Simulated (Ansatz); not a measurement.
## CaAlHO2 (model structure, started from the SrVO2H type, P4/mmm, No. 123, 5 atoms in the cell): properties by level of theory

| level (code) | lattice parameter a (Å) | lattice parameter c (Å) | bulk modulus (GPa) | cohesive energy (eV/atom) | band gap (eV) |
|---|---|---|---|---|---|
| LDA (Ansatz) | (withheld) | 3.405 | 156 | 5.84 | 3.59 |
| PBE (Ansatz) | 3.766 | 3.485 | (withheld) | (withheld) | 3.71 |
| PBEsol (Ansatz) | 3.728 | 3.448 | 144 | (withheld) | 3.65 |
| r²SCAN (Ansatz) | (withheld) | 3.449 | (withheld) | (withheld) | 4.37 |

Problem. Complete the blanks.

Solution. 
- LDA (Ansatz, an electronic-structure program), lattice parameter a (Å): 3.688
- PBE (Ansatz), bulk modulus (GPa): 136
- PBE (Ansatz), cohesive energy (eV/atom): 5.00
- PBEsol (Ansatz), cohesive energy (eV/atom): 5.33
- r²SCAN (Ansatz), lattice parameter a (Å): 3.731
- r²SCAN (Ansatz), bulk modulus (GPa): 151
- r²SCAN (Ansatz), cohesive energy (eV/atom): 5.22

Computed values are for a static lattice.  Each level is taken at its own relaxed cell. Cutoffs differ between the levels. Ansatz's density-functional and Hartree–Fock values are scalar-relativistic unless marked +SOC, with PAW data made under PBE.

Caveats: the bulk modulus is −V dP/dV from two relaxed cells at ±2 % in volume (LDA, PBE, PBEsol, r²SCAN). Ansatz's density-functional and Hartree–Fock values are scalar-relativistic unless marked +SOC, with PAW data made under PBE.

Free atoms are spin-polarised, in the lowest state found; at levels without +SOC their spin–orbit coupling is left out.

A model structure was made by putting elements into a prototype or built by hand; it is no filed structure, need not be a known phase, and can be a saddle point held by its symmetry.
